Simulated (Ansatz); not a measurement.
The starting structures come from a database of crystals and need not be the phases stable at ambient conditions.

By PBEsol, the system below comes out a metal.

A figure of merit of an interconnect metal is its ballistic conductance per area.

Data:

```yaml
crystal:
  lattice:
    - [3.81429, 0.00000, 0.00000]
    - [-1.28541, 3.59117, 0.00000]
    - [1.26444, 1.79558, 3.11863]
  atoms:
    - { symbol: Ca, position: [0.50000, 0.50000, 0.00000] }
```

The cell is taken as given; by PBEsol it stands under a pressure of -0.9 GPa.

The current flows along the normal of the first two printed cell vectors, the (110) plane of the conventional cell. No spin-orbit coupling; the value is a mean over 0.1 eV about the Fermi level.

Problem. State the ballistic conductance per area according to PBEsol (Ansatz, a first-principles code).

Solution. 0.53 × 10¹⁵ S/m² for both spins.
